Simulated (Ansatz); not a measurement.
For CsCl-type AuZn (cubic form, which distorts at low temperature), PBE+SOC (plane waves, PAW; Ansatz, a quantum-chemistry and plane-wave program) gives:

| Property | Result |
|---|---|
| lattice parameter a | 3.180 Å |
| bulk modulus | 120 GPa |

What does r²SCANh in Ansatz (PAW) give for the same quantities?


- lattice constant a: 3.149 Å (drops by 1.0 %)
- bulk modulus: 135 GPa (grows by 12 %)

For comparison: bulk modulus 131 GPa (measured, temperature not stated, no zero-point or thermal correction; as tabulated in Nepal et al. (2020), arXiv:2007.11150).

Changes are worked out from the printed values.

Unless a cell is named, each level is at its own relaxed cell (PBE+SOC 16.07, r²SCANh 15.61 Å³/atom).

Levels without +SOC leave out spin–orbit coupling, which shifts energies and cells of such heavy elements.

Caveats: symmetry holds this phase in the static calculation, where it need not be a minimum (PBE+SOC, r²SCANh). Ansatz's density-functional and Hartree–Fock values are scalar-relativistic unless marked +SOC, with PAW data made under PBE.
